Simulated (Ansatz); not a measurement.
CaFeSi2O6 (C2/c, No. 15), treated with r²SCAN+rVV10 (PAW; Ansatz, a program for electronic structure).

Numerical settings: plane-wave cutoff 500 eV, 6×6×8 k mesh (along the axes of the cell as run), Fermi–Dirac smearing 0.05 eV, spin-polarised with parallel moments, scalar-relativistic PAW data made under PBE.

Computed at the level's own relaxed cell.

### Question
What does this level give for the equilibrium volume per atom and band gap?

### Answer

* **equilibrium volume per atom**: 11.08 Å³/atom
* **band gap**: 0.77 eV (on the SCF k mesh)

Note: the magnetic order was assumed, not searched for or taken from measurement; the relaxation could not lower the start's symmetry, so the cell can be a saddle point above a distorted one; a magnet's gap depends somewhat on the PAW data.

Computed values are for the static lattice.
